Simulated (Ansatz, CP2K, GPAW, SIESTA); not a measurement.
## One structure in several programs: BaTiO3 (Pm-3m, 5 atoms in the cell)

Band-structure calculation.

```yaml
crystal:
  lattice:
    - [4.06940, 0.00000, 0.00000]
    - [0.00000, 4.06940, 0.00000]
    - [0.00000, 0.00000, 4.06940]
  atoms:
    - { symbol: Ba, position: [0.50000, 0.50000, 0.50000] }
    - { symbol: Ti, position: [0.00000, 0.00000, 0.00000] }
    - { symbol: O, position: [0.50000, 0.00000, 0.00000] }
    - { symbol: O, position: [0.00000, 0.50000, 0.00000] }
    - { symbol: O, position: [0.00000, 0.00000, 0.50000] }
```

Shared settings, as Ansatz (a program for electronic structure) writes them: kpoints.mp_grid.grid = 4 4 4; scf.occupations.method = fixed. Potentials and cutoffs stand in the table.

```tsv
code	model	gap along the path (eV)	smallest direct gap (eV)	cutoff
CP2K	PBE, GPW, DZVP-MOLOPT-SR-GTH basis, GTH-PBE potentials (GTH_POTENTIALS)	1.56	1.77	grid 600 Ry
Ansatz	PBE, default PAW files	1.69	1.84	default
SIESTA	GGA PBE, numerical atomic orbitals DZP, PseudoDojo PBE standard norm-conserving potentials (rewritten from UPF to PSML)	1.62	1.81	grid 300 Ry
GPAW	PBE, GPAW PAW datasets PBE (gpaw-data 1.0.1)	1.66	1.84	950 eV
```

The spread over the programs that give each value: gap along the path within 0.13 eV; smallest direct gap within 0.07 eV.

CP2K and SIESTA use small atom-centred bases, whose incompleteness enters pressures, forces and empty levels differently from a plane-wave cutoff.

The starting cell comes from a database of computed structures (which also holds hypothetical and non-ambient phases and stackings), without a prior relaxation at this level. Its lattice was rescaled by a random factor within 2.5 % of one.

Left out of this page: Quantum ESPRESSO, Elk and FLEUR (not drawn, or without a comparable value); ABINIT (with a known weakness of the program).

Keys are those of Ansatz 0.2.
